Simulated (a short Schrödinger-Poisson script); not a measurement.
Solved with a short Schrödinger-Poisson script written for these runs: one-band effective-mass equation with BenDaniel-Duke matching, electrons, heavy and light holes apart, hard walls at the outer ends, one valence edge for both holes (no strain splitting), no charge, excitons, band mixing or non-parabolicity; under a field the levels are quasi-bound states of a box, listed while three quarters of their weight lies within 4 nm of the wells.

Structure: coupled double GaAs/Al0.35Ga0.65As quantum well.

From the first side: 20 nm Al0.35Ga0.65As; 10 nm GaAs; 1 nm Al0.35Ga0.65As; 6 nm GaAs; 20 nm Al0.35Ga0.65As.

Constants are typed, rounded textbook-type inputs, not results; the design itself was drawn at random and stands for no fabricated device. GaAs: direct gap (eV) 1.424, conduction-band edge (eV) 0, electron mass (mₑ) 0.067, heavy-hole mass 0.377, light-hole mass 0.09. Al0.35Ga0.65As: direct gap (eV) 1.86, conduction-band edge (eV) 0.276, electron mass (mₑ) 0.096, heavy-hole mass 0.412, light-hole mass 0.1215.

The valence-band edge of each layer lies one gap below its conduction-band edge. The electron's potential energy rises along the stack by the applied field. Mesh 0.03 nm at interfaces.

Q: Give the hh1 − lh1 (meV); the e1 above the well's band edge (meV); the shift of e1-hh1 at 45 kV/cm (meV).

A: hh1 − lh1 (meV): 11.5; e1 above the well's band edge (meV): 27.5; shift of e1-hh1 at 45 kV/cm (meV): -30.6. Excitons are left out, and strain enters only through the typed gaps and offsets, so measured lines lie elsewhere.
